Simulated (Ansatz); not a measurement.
## The (21-32) surface of hcp Cd in its 1x1 cell, outermost plane spacing 0.63 Å in the ideal cut (one of several cuts of this face)

These are PBE (plane waves to 420 eV, PAW; Ansatz, a quantum-chemistry and plane-wave program) values and carry that method's errors.

Set-up: 24 atoms, 10.9 Å thick at the start; mesh 6x5x1; 0.1 eV smearing; dipole correction on; all atoms relaxed; start symmetry kept, larger cells not searched; no spin, no spin-orbit, no U.

The surface energy (mean of both faces) is 31 meV/Å² and the surface energy before relaxation is 0.60 J/m². The work function of the top face is 3.92 eV, the energy released by relaxation is 0.63 eV and the cost is very roughly 2.1 core-hours.
